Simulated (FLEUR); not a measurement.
**Short convergence ladders for Rb (Im-3m, 1 atom in the cell)**

```yaml
crystal:
  lattice:
    - [-2.83347, 2.83347, 2.83347]
    - [2.83347, -2.83347, 2.83347]
    - [2.83347, 2.83347, -2.83347]
  atoms:
    - { symbol: Rb, position: [0.00000, 0.00000, 0.00000] }
```

Base method: LDA (Vosko-Wilk-Nusair), all-electron FLAPW (FLEUR), scalar-relativistic valence.

Base settings: Kmax = 3.8 1/bohr; GmaxXC = 13.3 1/bohr; xcFunctional = vwn; jspins = 1; l_soc = F; mode = hist; fermiSmearingEnergy = 0.00367493 Htr; mesh (inpgen div1-3) = 4 4 4; inpgen gamma flag = true; Gmax = 13.3 1/bohr.

**The k-point mesh at a smearing width of 0.3 eV**

In this ladder: fermiSmearingEnergy = 0.0110248 Htr. Moved along: kpt_gamma.

Only quantities that move along the ladder and can be compared are tabulated.

```csv
kpt_div,free energy less the last step's (meV/atom)
3 3 3,-34.69
4 4 4,6.95
5 5 5,-1.43
6 6 6,0.39
8 8 8,0.04
9 9 9,0.00
11 11 11,0.00
16 16 16,0.00
20 20 20,0.00
```

Coarsest kpt_div that holds the free energy within 2 meV/atom of the last step, with all finer ones: 5 5 5; the step before is off by 6.9 meV/atom.

**The width of Gaussian smearing**

In this ladder: mode = gauss; kpt_div = 7 7 7; kpt_gamma = false.

Narrow widths need finer meshes than wide ones, so the last steps can hold mesh noise.

Only quantities that move along the ladder and can be compared are tabulated; pressure and forces are left out, as mesh noise rules them at narrow widths.

| fermiSmearingEnergy | total energy (no entropy term) less the last step's (meV/atom) |
|---|---|
| 0.0367493 Htr | 211.25 |
| 0.0183747 Htr | 52.99 |
| 0.0110248 Htr | 16.97 |
| 0.00734986 Htr | 7.19 |
| 0.00367493 Htr | 1.69 |
| 0.00183747 Htr | 0.00 |

Widest fermiSmearingEnergy that holds the total energy (no entropy term) within 5 meV/atom of the last step, with all finer ones: 0.00367493 Htr; the step before is off by 7.2 meV/atom.

On the base run: the starting cell has typed, rounded lattice constants, without a prior relaxation at this level. Its lattice was rescaled by up to half a per cent. Values depend on the basis (sphere radii, cutoffs, local orbitals), which need not be converged.

Left out of this page: 2 runs of the series outside the window shown, repeating another row's setting, or not comparable.
